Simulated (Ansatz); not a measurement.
## Response to strain in WSi2

Base system: WSi₂ (space group I4/mmm, No. 139; relaxed with 0.1 eV smearing).

```
WSi2
1.0
   -1.59264     1.59264     3.88656
    1.59264    -1.59264     3.88656
    1.59264     1.59264    -3.88656
Si W
2 1
Direct
  0.66535   0.66535   0.00000
  0.33465   0.33465   0.00000
  0.00000   0.00000   0.00000
```

Cartesian axes are those of the cell as printed.

Strains are applied to the cell and any free atomic positions relax.

Method: Ansatz (a first-principles code), LDA, PAW, cutoff 420 eV, no SOC.

Notes on the quantities. energy relative to the base: free energy F.

| uniaxial strain ε_xx (%) | energy relative to the base (meV/atom) |
|---|---|
| -3 | 17.6 |
| -2.5 | ? |
| -2 | 7.7 |
| -1.5 | 4.3 |
| -1 | 1.9 |
| -0.5 | 0.5 |
| 0 | 0.0 |

Fit ΔE = Aε² + Bε³ (ε in %) to the rows shown and predict the withheld row.

Least squares on the printed values gives A = 1.87 and B = -0.029 meV/atom (largest residual 0.0 meV/atom); this predicts 12.1 meV/atom, and the run gives 12.1 meV/atom, in agreement.

No phonon test of stability was made. The final runs are not spin-polarised.
